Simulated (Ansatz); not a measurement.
The starting structures come from a database of crystals and need not be the phases stable at ambient conditions.

Inside the gap of an insulator the Bloch states are evanescent, with a wavenumber k + iκ along the transport direction.

Data:

```yaml
crystal:
  lattice:
    - [8.44551, 0.00000, 0.00000]
    - [-4.22276, 7.31403, 0.00000]
    - [4.22276, 2.43801, 3.44787]
  atoms:
    - { symbol: Nb, position: [0.00000, 0.00000, 0.00000] }
    - { symbol: Cu, position: [0.00000, 0.00000, 0.50000] }
    - { symbol: Cu, position: [0.50000, 0.00000, 0.50000] }
    - { symbol: Cu, position: [0.50000, 0.50000, 0.50000] }
    - { symbol: Te, position: [0.51298, 0.25649, 0.74351] }
    - { symbol: Te, position: [0.00000, 0.74351, 0.74351] }
    - { symbol: Te, position: [0.48702, 0.74351, 0.76947] }
    - { symbol: Te, position: [0.00000, 0.25649, 0.74351] }
```

Space group of this cell: P-43m. The cell is taken as given; by PBEsol its mean pressure is -2.2 GPa.

Transport runs along the normal of the first two printed cell vectors, the (111) plane of the conventional cell.

The gap is the functional's own, uncorrected, and κ follows it; spin-orbit coupling is left out. Mid-gap values are interpolated between the computed energies.

**Question.** State the band gap and the smallest decay constant κ at mid-gap according to Ansatz (an electronic-structure program) with PBEsol.

**Answer.** Gap 0.94 eV on a 10×10×10 mesh; κ = 0.172 1/Å, at the zone centre.
